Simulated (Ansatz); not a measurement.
# Response to strain in CsLiWO4

The parent structure is CsLiWO4 (space group I-4, No. 82; a cell from a computed database, its experimental status unchecked).

```yaml
crystal:
  lattice:
    - [-2.95006, 2.95006, 4.08054]
    - [2.95006, -2.95006, 4.08054]
    - [2.95006, 2.95006, -4.08054]
  atoms:
    - { symbol: Cs, position: [0.00000, 0.00000, 0.00000] }
    - { symbol: Li, position: [0.75000, 0.25000, 0.50000] }
    - { symbol: W, position: [0.50000, 0.50000, 0.00000] }
    - { symbol: O, position: [0.60935, 0.44868, 0.30961] }
    - { symbol: O, position: [0.55132, 0.86093, 0.16067] }
    - { symbol: O, position: [0.13907, 0.29974, 0.69039] }
    - { symbol: O, position: [0.70026, 0.39065, 0.83933] }
```

Cartesian axes are those of the cell as printed.

Strains are applied to the cell and any free atomic positions relax; under biaxial strain the out-of-plane vector relaxes too.

The values are results of PBEsol (Ansatz, a first-principles code), no spin-orbit coupling, not measurements.

Candidates:
(a) isotropic strain −2.17 %
(b) biaxial strain −2.52 %, plane normal [001], relaxed out of plane
(c) biaxial strain +3.66 %, plane normal [001], relaxed out of plane
(d) biaxial strain −3.96 %, plane normal [001], relaxed out of plane

Before the change:

The band gap comes out as 4.84 eV.

Task: Order them by band gap, highest first.

Result: (a) isotropic strain −2.17 % (5.00 eV), (b) biaxial strain −2.52 %, plane normal [001], relaxed out of plane (4.84 eV), (d) biaxial strain −3.96 %, plane normal [001], relaxed out of plane (4.80 eV), (c) biaxial strain +3.66 %, plane normal [001], relaxed out of plane (4.76 eV)

Spin-orbit coupling, missing from the scalar runs, can matter with W. No phonon test of stability was made.
